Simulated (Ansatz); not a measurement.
Sb on the Si site + C on the Si site (silicon host)

Method: PBE, PAW (plane waves to 420 eV; Ansatz, a program for electronic structure). A supercell of 216 sites (3×3×3 repeats of a cell of 8 atoms) was used; the energies come from a 2×2×2 shifted sampling of its zone. Sites at the start: the Si site; Si 2.37 Å away. Finite-size correction: monopole term and site-potential alignment. Dielectric constants: PBE linear response of the host. Host gap at this level: 0.61 eV. Finite-size and sampling errors can reach tenths of an eV here. Levels are measured in PBE's own, too narrow, gap. Spin–orbit coupling is left out, which matters for these heavy elements. Each state is the lowest found from its start.

The name describes the start; the neighbours show where the atoms ended.

Charges with a result: +1, 0, −1. Others weren't obtained, and one of them could lie lower, also by skipping a charge.

```tsv
charge	moment (μB)	point group	largest move off a lattice site (Å)	neighbours of the last C atom of the defect at the end (Å)	image correction with alignment (eV)	above the lowest spin state (eV)
+1	not spin-polarised	C3v	0.31	Si 2.01, Si 2.01, Si 2.01, Sb 2.29	0.11	0.00
0†	fractional	–	0.32	Si 1.97, Si 1.97, Si 1.97, Sb 2.44	0.00	0.00
−1†	not spin-polarised	–	0.68	Si 1.90, Si 1.90, Si 1.90, Sb 2.84, Si 3.34, Si 3.34, Si 3.34	0.06	0.00
−1†	0.0	–	0.68	Si 1.90, Si 1.90, Si 1.90, Sb 2.84, Si 3.34, Si 3.34, Si 3.34	0.06	0.00
```

† Not settled in this cell, so no level is given: charge 0: fractional moment, a level filled in part, level within 0.1 eV of a band edge or past it; charge −1: level within 0.1 eV of a band edge or past it.

Point groups are those of the whole cell at tolerances of 0.03 and 0.1 Å ("near" where only the looser one holds); none is given for unsettled states.

Starting moments that weren't kept: charge 0 began with 1 μB and ended with 0.5; charge −1 began with 2 μB and ended with 0.0.

Flagged in the runs: a strain field that reaches the edge of the cell.

All states together cost very roughly 6 core-hours.
